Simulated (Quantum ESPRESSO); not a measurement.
Quantum ESPRESSO run on Sb (Pm-3m, 1 atom in the cell): self-consistent single point.

Method of the run: PBEsol, PSlibrary ultrasoft (PBE) pseudopotentials (plane waves; Quantum ESPRESSO 7.5).

The change in words: lattice scaled by 0.98; ecutrho: 180 Ry → 150 Ry. Reference geometry:
```
CELL_PARAMETERS angstrom
      3.07409     0.00000     0.00000
      0.00000     3.07409     0.00000
      0.00000     0.00000     3.07409
ATOMIC_POSITIONS crystal
  Sb 0.00000 0.00000 0.00000
```

Reference input (self-consistent single point, DFT, PBEsol, plane waves, PSlibrary ultrasoft (PBE) pseudopotentials): ecutwfc = 30 Ry; ecutrho = 180 Ry; occupations = smearing; smearing = gauss; degauss = 0.0073499 Ry; input_dft = pbesol; potentials = {Sb: Sb.pbe-n-rrkjus_psl.1.0.0.UPF}; K_POINTS = automatic 11 11 11 0 0 0; conv_thr = 1e-10 Ry; mixing_beta = 0.3. This run's input differs from it in these lines:

```diff
@@ -14,3 +14,3 @@
  ecutwfc = 30,
- ecutrho = 180,
+ ecutrho = 150,
  occupations = 'smearing',
@@ -31,5 +31,5 @@
 CELL_PARAMETERS {bohr}
-   5.809188182     0.000000000     0.000000000
-   0.000000000     5.809188182     0.000000000
-   0.000000000     0.000000000     5.809188182
+   5.693004041     0.000000000     0.000000000
+   0.000000000     5.693004041     0.000000000
+   0.000000000     0.000000000     5.693004041
```

Log, with long lists cut:

```
     Self-consistent Calculation

     iteration #  1     ecut=    30.00 Ry     beta= 0.30

---- Real-time Memory Report at c_bands before calling an iterative solver
            59 MiB given to the printing process from OS
            14 MiB allocation reported by mallinfo(arena+hblkhd)
------------------

     Threshold (ethr) on eigenvalues was too large:
     Diagonalizing with lowered threshold

---- Real-time Memory Report at c_bands before calling an iterative solver
            63 MiB given to the printing process from OS
            31 MiB allocation reported by mallinfo(arena+hblkhd)
------------------

   [... lines left out ...]

---- Real-time Memory Report at c_bands before calling an iterative solver
            65 MiB given to the printing process from OS
            32 MiB allocation reported by mallinfo(arena+hblkhd)
------------------

     total energy              =     -19.78164869 Ry
     estimated scf accuracy    <          9.9E-09 Ry

     iteration #  7     ecut=    30.00 Ry     beta= 0.30

---- Real-time Memory Report at c_bands before calling an iterative solver
            65 MiB given to the printing process from OS
            32 MiB allocation reported by mallinfo(arena+hblkhd)
------------------
     End of self-consistent calculation

     the Fermi energy is     7.5560 ev

!    total energy              =     -19.78164869 Ry
     estimated scf accuracy    <          5.4E-12 Ry
     smearing contrib. (-TS)   =      -0.00020314 Ry
     internal energy E=F+TS    =     -19.78144556 Ry

     convergence has been achieved in   7 iterations

     Forces acting on atoms (cartesian axes, Ry/au):

     atom    1 type  1   force =     0.00000000    0.00000000    0.00000000

     Total force =     0.000000     Total SCF correction =     0.000000

          total   stress  (Ry/bohr**3)                   (kbar)     P=       33.14
   0.00022526   0.00000000   0.00000000           33.14        0.00        0.00
   0.00000000   0.00022526   0.00000000            0.00       33.14        0.00
   0.00000000   0.00000000   0.00022526            0.00        0.00       33.14

   JOB DONE.
```

The run converged in 7 iterations. Against the reference run the free energy rises by 14.3 meV/atom and the pressure goes from -0.50 to 3.31 GPa.

The starting cell comes from a database of computed structures (which also holds hypothetical and non-ambient phases and stackings), without a prior relaxation at this level. Its lattice was rescaled by up to half a per cent. For this run, on top of that: lattice scaled by 0.98.
